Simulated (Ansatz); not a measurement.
Electronic density of states of amorphous Al₂₈O₄₃K₂, density 3.04 g/cm³, on a 2×2×2 Γ-centred mesh with a Gaussian width of 0.1 eV; energies count from the Fermi level, whose place inside the gap is arbitrary. Cell and mesh are small, so fine structure isn't converged. These are PBE, scalar-relativistic without spin-orbit coupling (plane waves to 420 eV, PAW; Ansatz, a program for electronic structure) values and carry that method's errors. Sampling: a 2×2×2 Γ-centred mesh; Fermi-Dirac width 0.02 eV; no spin polarisation. At PBE the levels at the filled edge of the gap are localised (band-tail or defect states), and the nearest spread-out levels lie 3.8 eV apart at the zone centre.

The cell was made by melting and quenching with the CHGNet potential and then relaxed with DFT. O atoms were pushed apart under 1.9 Å during the dynamics, to hinder bonds among them. The hot cell started wider than the set density and was brought back towards it in steps. It is the lowest in DFT energy of 2 quenches. It is a model cell: composition and starting density were chosen by hand, and all elements were melted together. No dispersion term was used. Its density started from a set value of 3.04 and ended at 3.04 g/cm³. Cooling (nominally 340 K/ps over its main leg) ran many orders faster than in experiment, which tends to leave more defects and strain. One small periodic cell is one sample of the glass; other quenches scatter about these values. Volume and shape were free in the relaxation.

(E - EF (eV), states/(eV atom)): (-12.00, 0.00); (-11.90, 0.00); (-11.80, 0.00); (-11.70, 0.00); (-11.60, 0.00); (-11.50, 0.00); (-11.40, 0.00); (-11.30, 0.00); (-11.20, 0.00); (-11.10, 0.00); (-11.00, 0.00); (-10.90, 0.00); (-10.80, 0.00); (-10.70, 0.00); (-10.60, 0.00); (-10.50, 0.00); (-10.40, 0.00); (-10.30, 0.00); (-10.20, 0.00); (-10.10, 0.00); (-10.00, 0.00); (-9.90, 0.00); (-9.80, 0.00); (-9.70, 0.00); (-9.60, 0.00); (-9.50, 0.00); (-9.40, 0.00); (-9.30, 0.00); (-9.20, 0.00); (-9.10, 0.00); (-9.00, 0.00); (-8.90, 0.00); (-8.80, 0.00); (-8.70, 0.00); (-8.60, 0.03); (-8.50, 0.13); (-8.40, 0.21); (-8.30, 0.22); (-8.20, 0.26); (-8.10, 0.32); (-8.00, 0.39); (-7.90, 0.40); (-7.80, 0.38); (-7.70, 0.38); (-7.60, 0.34); (-7.50, 0.34); (-7.40, 0.35); (-7.30, 0.33); (-7.20, 0.30); (-7.10, 0.33); (-7.00, 0.35); (-6.90, 0.38); (-6.80, 0.43); (-6.70, 0.46); (-6.60, 0.48); (-6.50, 0.46); (-6.40, 0.49); (-6.30, 0.52); (-6.20, 0.49); (-6.10, 0.51); (-6.00, 0.51); (-5.90, 0.49); (-5.80, 0.53); (-5.70, 0.54); (-5.60, 0.51); (-5.50, 0.51); (-5.40, 0.56); (-5.30, 0.59); (-5.20, 0.63); (-5.10, 0.64); (-5.00, 0.60); (-4.90, 0.58); (-4.80, 0.62); (-4.70, 0.64); (-4.60, 0.67); (-4.50, 0.66); (-4.40, 0.68); (-4.30, 0.70); (-4.20, 0.68); (-4.10, 0.71); (-4.00, 0.71); (-3.90, 0.68); (-3.80, 0.72); (-3.70, 0.76); (-3.60, 0.72); (-3.50, 0.75); (-3.40, 0.71); (-3.30, 0.66); (-3.20, 0.61); (-3.10, 0.65); (-3.00, 0.66); (-2.90, 0.64); (-2.80, 0.60); (-2.70, 0.61); (-2.60, 0.66); (-2.50, 0.71); (-2.40, 0.65); (-2.30, 0.60); (-2.20, 0.59); (-2.10, 0.51); (-2.00, 0.35); (-1.90, 0.21); (-1.80, 0.16); (-1.70, 0.08); (-1.60, 0.01); (-1.50, 0.00); (-1.40, 0.00); (-1.30, 0.00); (-1.20, 0.00); (-1.10, 0.00); (-1.00, 0.00); (-0.90, 0.00); (-0.80, 0.00); (-0.70, 0.00); (-0.60, 0.00); (-0.50, 0.00); (-0.40, 0.00); (-0.30, 0.00); (-0.20, 0.00); (-0.10, 0.00); (0.00, 0.00); (0.10, 0.00); (0.20, 0.00); (0.30, 0.00); (0.40, 0.00); (0.50, 0.00); (0.60, 0.00); (0.70, 0.00); (0.80, 0.00); (0.90, 0.00); (1.00, 0.00); (1.10, 0.00); (1.20, 0.00); (1.30, 0.00); (1.40, 0.00); (1.50, 0.00); (1.60, 0.00); (1.70, 0.02); (1.80, 0.01); (1.90, 0.00); (2.00, 0.00); (2.10, 0.00); (2.20, 0.00); (2.30, 0.01); (2.40, 0.02); (2.50, 0.04); (2.60, 0.05); (2.70, 0.02); (2.80, 0.05); (2.90, 0.06); (3.00, 0.06); (3.10, 0.06); (3.20, 0.06); (3.30, 0.06); (3.40, 0.06); (3.50, 0.06); (3.60, 0.07); (3.70, 0.05); (3.80, 0.06); (3.90, 0.09); (4.00, 0.09); (4.10, 0.08); (4.20, 0.14); (4.30, 0.20); (4.40, 0.20); (4.50, 0.18); (4.60, 0.15); (4.70, 0.19); (4.80, 0.26); (4.90, 0.26); (5.00, 0.20); (5.10, 0.22); (5.20, 0.27); (5.30, 0.31); (5.40, 0.34); (5.50, 0.33); (5.60, 0.38); (5.70, 0.41); (5.80, 0.38); (5.90, 0.41); (6.00, 0.41); (6.10, 0.36); (6.20, 0.36); (6.30, 0.42)

The level gap on this mesh is 3.49 eV; the broadening fills part of it in the curve.
